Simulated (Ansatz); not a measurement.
Consider the following.

```
CELL_PARAMETERS angstrom
      0.00000     1.77779     1.77779
      1.77779     0.00000     1.77779
      1.77779     1.77779     0.00000
ATOMIC_POSITIONS crystal
  C  0.50000 0.50000 0.50000
  C  0.75000 0.75000 0.75000
```

No spin polarisation.

The values are results of r2SCAN/PAW in Ansatz (a program for electronic structure), spin-orbit coupling left out, earlier PAW set, not measurements. Γ-centred 16×16×16 mesh, Fermi–Dirac width 0.05 eV.

Task: Predict the band gap, electron mass and gap character.

Result: 
- Band gap = 4.37 eV
- Electron mass = 1.6 mₑ along k, 0.27 mₑ across (off the special points)
- Gap character = indirect, Γ → Γ–X (71 % along)

Load acts through the strain it causes; cell and atoms are relaxed under it. Effective masses come from finite differences of ±0.01 Å⁻¹. Along k means along the line from Γ to the band edge. Stability against distortions was not tested. The cell was made from C in the diamond structure (space group Fd-3m, No. 227) by this change: pressure 1.8 GPa.
